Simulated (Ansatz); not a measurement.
Results of r²SCAN (Ansatz, a first-principles code, plane waves, PAW) for V2O5 (P-1, No. 2, 14 atoms in the cell; start mp-729713).

Run with plane-wave cutoff 500 eV, 8×6×6 k mesh (along the axes of the cell as run), Fermi–Dirac smearing 0.05 eV, no spin polarisation, scalar-relativistic PAW data made under PBE.

Cell (relaxed at this level):

```yaml
crystal:
  lattice:
    - [6.47733, -0.03077, -0.77256]
    - [1.62222, 6.39354, -0.94113]
    - [0.43269, 0.50590, 4.28224]
  atoms:
    - { symbol: V, position: [0.22640, 0.70697, 0.60818] }
    - { symbol: V, position: [0.77360, 0.29303, 0.39182] }
    - { symbol: V, position: [0.68933, 0.81662, 0.39619] }
    - { symbol: V, position: [0.31067, 0.18338, 0.60381] }
    - { symbol: O, position: [0.96058, 0.79826, 0.49560] }
    - { symbol: O, position: [0.03942, 0.20174, 0.50440] }
    - { symbol: O, position: [0.38373, 0.88740, 0.50266] }
    - { symbol: O, position: [0.61627, 0.11260, 0.49734] }
    - { symbol: O, position: [0.22977, 0.70856, 0.97355] }
    - { symbol: O, position: [0.77023, 0.29144, 0.02645] }
    - { symbol: O, position: [0.68725, 0.81780, 0.03277] }
    - { symbol: O, position: [0.31275, 0.18220, 0.96723] }
    - { symbol: O, position: [0.31095, 0.44577, 0.50030] }
    - { symbol: O, position: [0.68905, 0.55423, 0.49970] }
```

Problem. What does this level give for the band gap?

Solution. 
* **band gap**: 2.25 eV (on the SCF k mesh)

Note: the relaxation could not lower the start's symmetry, so the cell can be a saddle point above a distorted one.

Computed values are for the static lattice.

Computing time: very roughly 2.7 core-hours.

A start named mp-… is a Materials Project structure, which need not be a measured phase.
